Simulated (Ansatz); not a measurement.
# C: element substitutions

Consider C in the diamond structure (space group Fd-3m, No. 227; a = 3.5538 Å).

Each row replaces one element on all its sites; cell and atoms are relaxed.

Levels (all Ansatz, an electronic-structure program, PAW): PBEsol (420 eV, no SOC); r2SCAN (500 eV, without spin-orbit coupling).

Band gaps by level, all at the geometries relaxed with PBEsol:

| case | PBEsol | r2SCAN |
|---|---|---|
| base | 4.03 eV | 4.38 eV |
| C → Ge | zero | (withheld) |
| C → Si | 0.47 eV | (withheld) |
| C → S | zero | zero |

Problem. Complete the table.

Solution. 
- C → Ge, r2SCAN: 0.35 eV
- C → Si, r2SCAN: 0.76 eV

Single points use the geometry relaxed with PBEsol. Stability against distortions was not tested. As relaxed here, S is a hypothetical phase, not in the database extracts checked. A zero or small gap of Ge can be the functional's error rather than a property of the material.
